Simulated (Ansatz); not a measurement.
Ti3Al under a change: pressure 3 GPa

Base system: Ti3Al (space group P6_3/mmc, No. 194; a = 5.756 Å, c = 4.655 Å).

The change: a hydrostatic pressure of 3 GPa.

Level of theory: DFT with PBE, PAW potentials and a 420 eV plane-wave cutoff in Ansatz (a quantum-chemistry and plane-wave program), no spin-orbit coupling. Settings: 10×10×10 k-points, 0.05 eV Fermi–Dirac smearing.

```
quantity                           base   changed     shift
-----------------------------  --------  --------  --------
volume per atom                16.69 Å³  16.28 Å³  -0.41 Å³
lattice parameter a             5.756 Å   5.706 Å  -0.050 Å
c/a ratio                         0.809     0.810    +0.001
shortest interatomic distance   2.825 Å   2.800 Å  -0.025 Å
band gap                           zero      zero         –
```

Final structure:

```
CELL_PARAMETERS angstrom
      5.70578     0.00000     0.00000
     -2.85289     4.94135     0.00000
      0.00000     0.00000     4.61973
ATOMIC_POSITIONS crystal
  Ti 0.83022 0.66045 0.25000
  Ti 0.16978 0.83022 0.75000
  Ti 0.33955 0.16978 0.25000
  Ti 0.16978 0.33955 0.75000
  Ti 0.83022 0.16978 0.25000
  Ti 0.66045 0.83022 0.75000
  Al 0.33333 0.66667 0.25000
  Al 0.66667 0.33333 0.75000
```

Load acts through the strain it causes; cell and atoms are relaxed under it. No phonon test of stability was made. The final runs are not spin-polarised.
